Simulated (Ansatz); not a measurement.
Start from Si in the diamond structure (space group Fd-3m, No. 227).

```xyz
2
Lattice="0.0000 2.7222 2.7222 2.7222 0.0000 2.7222 2.7222 2.7222 0.0000" Properties=species:S:1:pos:R:3 pbc="T T T"
Si     0.0000     0.0000     0.0000
Si     1.3611     1.3611     1.3611
```

Cartesian axes are those of the cell as printed.

All numbers come from r2SCAN in Ansatz (plane waves to 500 eV, PAW, without spin-orbit coupling).

Strains are applied to the cell and any free atomic positions relax.

One change was made to it. Results:

```tsv
quantity	base	after
shortest interatomic distance	2.357 Å	2.351 Å
band gap	0.78 eV	0.68 eV
smallest direct gap	2.74 eV	2.56 eV
energy relative to the base (free energy F)	0 meV/atom	+1.5 meV/atom
```

Name the change that was made.
(A) tensor shear ε_xy = +1.14 %
(B) tensor shear ε_xy = +1.71 %
(C) tensor shear ε_xy = +0.29 %
(D) tensor shear ε_xy = +1.43 %
(E) tensor shear ε_xy = +0.86 %

E, tensor shear ε_xy = +0.86 %. For comparison, the band gap in the other runs: tensor shear ε_xy = +0.29 % gives 0.75 eV; tensor shear ε_xy = +1.71 % gives 0.49 eV; tensor shear ε_xy = +1.14 % gives 0.62 eV; tensor shear ε_xy = +1.43 % gives 0.56 eV.

Stability against distortions was not tested.

Ansatz is a first-principles code.
